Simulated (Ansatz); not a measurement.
Pressure series in HfO2

Start from HfO2 in the fluorite structure (space group Fm-3m, No. 225; a = 5.098 Å).

Cell and atoms are relaxed at each pressure.

The values are results of PBE (Ansatz, a quantum-chemistry and plane-wave program), no SOC, earlier PAW set, not measurements.

| change | shortest interatomic distance | band gap | electron mass |
|---|---|---|---|
| base | 220.8 pm | 3.75 eV | 1.2 mₑ along k, 0.74 mₑ across (at X) |
| pressure −2 GPa | 221.4 pm | 3.73 eV | 1.2 mₑ along k, 0.74 mₑ across (at X) |
| pressure −1 GPa | 221.1 pm | 3.74 eV | 1.2 mₑ along k, 0.74 mₑ across (at X) |
| pressure 1.8 GPa | ___ | ___ | 1.2 mₑ along k, 0.74 mₑ across (at X) |
| pressure 4.2 GPa | 219.5 pm | 3.79 eV | 1.2 mₑ along k, 0.73 mₑ across (at X) |
| pressure 9 GPa | 218.3 pm | 3.83 eV | 1.2 mₑ along k, 0.72 mₑ across (at X) |
| pressure 18 GPa | 216.1 pm | 3.90 eV | 1.1 mₑ along k, 0.71 mₑ across (at X) |
| pressure 30 GPa | 213.6 pm | 3.98 eV | 1.1 mₑ along k, 0.70 mₑ across (at X) |
| pressure 45 GPa | 210.9 pm | 4.07 eV | 1.0 mₑ along k, 0.68 mₑ across (at X) |
| pressure 60 GPa | 208.6 pm | 4.14 eV | 0.99 mₑ along k, 0.67 mₑ across (at X) |

Question: Some entries are withheld; estimate them.

Answer: 
- pressure 1.8 GPa, shortest interatomic distance: 220.2 pm
- pressure 1.8 GPa, band gap: 3.76 eV

With Hf present, leaving out spin-orbit coupling can change the band edges. Load acts through the strain it causes; cell and atoms are relaxed under it. Effective masses come from finite differences of ±0.01 Å⁻¹. Along k means along the line from Γ to the band edge. Whether these cells are dynamically stable was not tested. Competing high-pressure phases were not computed. This is not the structure that HfO2 has at room temperature and ambient pressure.
